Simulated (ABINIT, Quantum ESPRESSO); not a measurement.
A Quantum ESPRESSO input for a self-consistent single point of LiH (Fm-3m, 2 atoms in the cell) (DFT, PBEsol, plane waves, SSSP 1.1.2 efficiency (PBE) pseudopotentials):

```fortran
&control
    calculation = 'scf'
    prefix = 'lih'
    outdir = './out'
    pseudo_dir = './'
    verbosity = 'high'
    tprnfor = .true.
    tstress = .true.
/
&system
    ibrav = 0
    nat = 2
    ntyp = 2
    ecutwfc = 55
    ecutrho = 440
    occupations = 'fixed'
    nbnd = 4
    input_dft = 'pbesol'
/
&electrons
    conv_thr = 1.0d-10
    mixing_beta = 0.7
/
ATOMIC_SPECIES
Li     6.9400  li_pbe_v1.4.uspp.F.UPF
H      1.0080  H.pbe-rrkjus_psl.1.0.0.UPF
CELL_PARAMETERS bohr
   0.0000000000     3.8602701664     3.8602701664
   3.8602701664     0.0000000000     3.8602701664
   3.8602701664     3.8602701664     0.0000000000
ATOMIC_POSITIONS crystal
Li    0.0000000000    0.0000000000    0.0000000000
H     0.5000000000    0.5000000000    0.5000000000
K_POINTS automatic
14 14 14  0 0 0
```

Problem. Translate this input to ABINIT.

Solution. This is the input that was run; spellings and numerical settings could be chosen otherwise.

```
# LiH, PseudoDojo nc-sr-04 PBEsol standard
pp_dirpath "./"
pseudos "Li.upf, H.upf"
acell 2.8889087962 2.8889087962 2.8889087962 Angstrom
rprim
        -0.0000000000    0.7071067812    0.7071067812
         0.7071067812   -0.0000000000    0.7071067812
         0.7071067812    0.7071067812   -0.0000000000
natom 2
ntypat 2
znucl 3 1
typat 1 2
xcart
         0.0000000000    0.0000000000    0.0000000000
         2.0427670000    2.0427670000    2.0427670000
      Angstrom
ecut 1007 eV
ixc -116133
occopt 1
nband 5
kptopt 1
ngkpt 14 14 14
nshiftk 1
shiftk 0 0 0
nstep 80
tolvrs 1.0e-12
prtwf 0
prtden 0
prtvol 1
enunit 2
```

Basis, cutoffs, solver keys and any potentials are the target program's own. This input uses DFT, PBEsol, plane waves, norm-conserving pseudopotentials (PseudoDojo nc-sr-04 PBEsol standard). Both were run: pressure -2.53 GPa in Quantum ESPRESSO and -2.59 in ABINIT; gap on the mesh 2.805 eV in Quantum ESPRESSO and 2.799 in ABINIT.

On Quantum ESPRESSO: the starting cell comes from a database of computed structures (which also holds hypothetical and non-ambient phases and stackings), without a prior relaxation at this level. Its lattice was rescaled by a random factor within 2.5 % of one.

On ABINIT: the starting cell comes from a database of computed structures (which also holds hypothetical and non-ambient phases and stackings), without a prior relaxation at this level. Its lattice was rescaled by a random factor within 2.5 % of one.
